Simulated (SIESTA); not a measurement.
Band structure of AlFe3C (Pm-3m, 5 atoms in the cell).

```yaml
crystal:
  lattice:
    - [3.78978, 0.00000, 0.00000]
    - [0.00000, 3.78978, 0.00000]
    - [0.00000, 0.00000, 3.78978]
  atoms:
    - { symbol: Al, position: [0.00000, 0.00000, 0.00000] }
    - { symbol: Fe, position: [0.00000, 0.50000, 0.50000], spin: 4.0 }
    - { symbol: Fe, position: [0.50000, 0.00000, 0.50000], spin: 4.0 }
    - { symbol: Fe, position: [0.50000, 0.50000, 0.00000], spin: 4.0 }
    - { symbol: C, position: [0.50000, 0.50000, 0.50000] }
```
(The spins are starting values, not results.)

Computed with SIESTA 5.4.2 with LDA PW92, numerical atomic orbitals TZP, PseudoDojo LDA standard norm-conserving potentials (rewritten from UPF to PSML).

Settings: XC.functional = LDA; XC.authors = PW92; potentials = PseudoDojo LDA standard; PAO.BasisSize = TZP; PAO.EnergyShift = 0.01 Ry; MeshCutoff = 350 Ry; kgrid.MonkhorstPack = 7 7 7; OccupationFunction = FD; ElectronicTemperature = 1160.45 K; Spin = polarized; DM.InitSpin = [1 +0.00, 2 +4.00, 3 +4.00, 4 +4.00, 5 +0.00]; MaxSCFIterations = 150; SCF.Mixer.Method = Broyden; SCF.Mixer.Weight = 0.1.

The starting cell comes from a database of computed structures (which also holds hypothetical and non-ambient phases and stackings), without a prior relaxation at this level. The magnetic order is the one reached from the typed start; others were not searched systematically. Values carry the incompleteness of an atom-centred basis.

Levels in eV from the Fermi level, bands 26 to 31 of the first spin channel:
```
point     26     27     28     29     30     31
-----  -----  -----  -----  -----  -----  -----
Γ      -1.02  -1.02  -0.06  -0.06  -0.06  -0.03
X      -1.25  -1.06  -0.70  -0.06   0.87   0.87
M      -1.19  -1.04  -0.86  -0.56   0.47   0.47
R      -2.01  -0.97  -0.97  -0.15  -0.15  -0.15
```

Bands cross the Fermi level along this path, so the cell is metallic at this level.

Higher empty bands are left out: an atom-centred basis made for the valence describes them poorly.

The net moment of the cell came out as 2.92 μB.
